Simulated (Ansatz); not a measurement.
Consider the following.

```
CSi
1.0
    3.06591     0.00000     0.00000
   -1.53295     2.65515     0.00000
    0.00000     0.00000     5.05136
Si C
2 2
Direct
  0.33333   0.66667   0.49982
  0.66667   0.33333   0.99982
  0.33333   0.66667   0.87518
  0.66667   0.33333   0.37518
```

Computed with PBEsol with spin-orbit coupling, rigid bands (plane waves, PAW; Ansatz, a quantum-chemistry and plane-wave program). Condition of this run: biaxial stress xx = yy = 2 GPa (compression positive) (the target of the relaxation). How the cell was made: cell and atoms relaxed with PBEsol, then loaded as said.

**Question.** Predict the electron conductivity mass (n e² τ/σ) at 300 K, by direction if it differs.

**Answer.** 0.43 (x), 0.43 (y), 0.26 (z) mₑ.

**Question.** What conductivity effective mass do dilute holes have at 300 K?

**Answer.** 1.16 (x), 1.16 (y), 1.52 (z) mₑ.

**Question.** And the band gap?

**Answer.** 2.08 eV at this level; semilocal functionals usually fall short of the measured gap.

Rigid bands, one relaxation time for all states, no polarons.
